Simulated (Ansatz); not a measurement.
Start from TiAl (space group P4/mmm, No. 123; a = 2.824 Å, c = 4.075 Å; relaxed with 0.1 eV smearing).

All numbers come from plane-wave PAW DFT at the PBE level (Ansatz, a quantum-chemistry and plane-wave program, 420 eV), without spin-orbit coupling.

For the base:

Pressure: 0.0 GPa

Perturbation: an isotropic linear strain of +3.00 %; the atoms relax in the strained cell.

How does this affect the energy relative to the base?

The energy rises by 43 meV/atom.

What does the calculation give for the pressure after the change?

The pressure (mean of the normal stresses, compression positive) goes from zero to -8.4 GPa.

Whether these cells are dynamically stable was not tested. All final runs are without spin polarisation.
